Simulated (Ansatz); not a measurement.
## Pressure series in ZnS

The parent structure is ZnS in the zinc blende structure (space group F-43m, No. 216; a = 5.357 Å).

Cell and atoms are relaxed at each pressure.

The values are results of PBEsol/PAW in Ansatz (an electronic-structure program), spin-orbit coupling left out, not measurements.

| pressure (GPa) | volume per atom (Å³/atom) |
|---|---|
| -2 | 19.731 |
| -1 | 19.460 |
| 0 | 19.213 |
| 2.1 | 18.731 |
| 4.5 | 18.258 |
| 9 | 17.510 |
| 15 | 16.712 |
| 22.5 | ? |
| 30 | 15.284 |

Fit the third-order Birch–Murnaghan form P(V) = (3B₀/2)[(V₀/V)^(7/3) − (V₀/V)^(5/3)]·[1 + (3/4)(B₀′ − 4)((V₀/V)^(2/3) − 1)] (squares taken in P) to the rows shown and predict the withheld row.

Least squares on the printed values gives V₀ = 19.210 Å³/atom, B₀ = 79.2 GPa, B₀′ = 4.4; this predicts 15.922 Å³/atom, and the run gives 15.922 Å³/atom, in agreement.

Measured bulk modulus of ZnS: 77.1 GPa (temperature not stated; as listed in Cormac Toher et al., Physical Review Materials (2017)); the computed value is for a static lattice, so the two differ by thermal effects too.

Load acts through the strain it causes; cell and atoms are relaxed under it. Whether these cells are dynamically stable was not tested. Measured, ZnS leaves this structure (for rock salt) near 14.7 GPa (temperature not stated; as listed in Datta, Sujoy, Jana, Debnarayan, arXiv (2020)), on rising pressure, with hysteresis.
